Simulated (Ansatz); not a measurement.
Start from Cu$_{3}$N (space group Pm-3m, No. 221; a = 3.7648 Å). Axes: x, y, z lie along the cube axes.

The values are results of PBEsol (Ansatz, a quantum-chemistry and plane-wave program; PAW; 420 eV plane waves; without spin-orbit coupling), earlier PAW set, not measurements.

Before the change:

| Item | Result |
|---|---|
| Valley order | M along ⟨110⟩ 0.02 eV; Γ 1.09 eV |
| Pressure | 0.0 GPa |

Perturbation: the cell is stretched by 1.48 % along z with no lateral relaxation, atoms relaxed at fixed cell.

What does the calculation give for the valley order after the change?

The valley order (the lowest conduction-band minima on the path, energy above the VBM, named in the base's zone) becomes M along [011] 0.06 eV; M along [110] 0.07 eV; Γ 1.05 eV (base: M along ⟨110⟩ 0.02 eV; Γ 1.09 eV).

Predict the new electron mass.

The electron mass amounts to 2.5 mₑ along x, 0.14 mₑ across (at M).

Estimate the effect on the energy relative to the base.

The energy grows by 2.4 meV/atom.

Predict the new pressure.

The pressure (mean of the normal stresses, compression positive) goes from zero to -1.8 GPa.

The levels and masses belong to the bands next to the band gap. The cells carry an imposed strain or load. Effective masses come from finite differences of ±0.01 Å⁻¹. Whether these cells are dynamically stable was not tested. The final runs are not spin-polarised. Gaps under 0.05 eV, about the width of the smearing, are given as zero.
